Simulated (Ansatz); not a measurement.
## RuSi: element substitutions

Base system: RuSi (space group P2_13, No. 198).

```
CELL_PARAMETERS angstrom
      4.70473     0.00000     0.00000
      0.00000     4.70473     0.00000
      0.00000     0.00000     4.70473
ATOMIC_POSITIONS crystal
  Ru 0.12942 0.12942 0.12942
  Ru 0.62942 0.37058 0.87058
  Ru 0.87058 0.62942 0.37058
  Ru 0.37058 0.87058 0.62942
  Si 0.83761 0.83761 0.83761
  Si 0.33761 0.66239 0.16239
  Si 0.16239 0.33761 0.66239
  Si 0.66239 0.16239 0.33761
```

Each row replaces one element on all its sites; cell and atoms are relaxed.

Method: Ansatz (a first-principles code), r2SCAN, PAW, cutoff 500 eV, without spin-orbit coupling.

```csv
variant,space group,volume per atom
base,P2_13 (No. 198),13.02 Å³
Ru → C,Fm-3m (No. 225),8.17 Å³
Ru → Co,P2_13 (No. 198),10.53 Å³
Si → Cu,P2_13 (No. 198),12.90 Å³
```

Whether these cells are dynamically stable was not tested. As relaxed here, SiC and CuRu are hypothetical phases, not in the database extracts checked. Seeded moments were not kept for Ru → Co. All final runs are without spin polarisation. CuRu has a high density of states at the Fermi level and may be magnetic at this level.
